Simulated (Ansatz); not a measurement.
Effect of tensor shear ε_yz = +1.68 % on TiAl3

Base system: TiAl₃ (space group I4/mmm, No. 139; a = 3.8262 Å, c = 8.5542 Å; relaxed with 0.1 eV smearing). Axes: x, y, z lie along a, b, c of the conventional cell.

The change: a pure shear with ε_yz = ε_zy = 0.0168, atoms relaxed at fixed cell.

All numbers come from r2SCAN, PAW, 500 eV (Ansatz, an electronic-structure program; without spin-orbit coupling). k-mesh 21×21×21 (Γ-centred); smearing 0.1 eV (Fermi–Dirac).

| quantity | base | changed | shift |
|---|---|---|---|
| volume per atom | 15.65 Å³ | 15.65 Å³ | 0.00 Å³ |
| space group | I4/mmm (No. 139) | C2/m (No. 12) | – |
| shortest interatomic distance | 2.706 Å | 2.698 Å | -0.0073 Å |
| energy relative to the base (free energy F) | 0 meV/atom | +5.8 meV/atom | +5.8 meV/atom |
| band gap | zero | zero | – |
| stress (xx, yy, zz, yz, xz, xy; compression positive) | – | (0.0, 0.2, 0.2, -3.5, 0.0, 0.0) GPa | – |

Final structure:

```
TiAl3
1.0
   -1.91312     1.98498     4.30923
    1.91312    -1.84127     4.24495
    1.91312     1.84127    -4.24495
Al Ti
3 1
Direct
  0.50000   0.50000   0.00000
  0.75139   0.24999   0.50139
  0.24861   0.75001   0.49861
  0.00000   0.00000   0.00000
```

The cells carry an imposed strain or load. Stability against distortions was not tested. The final runs are not spin-polarised.
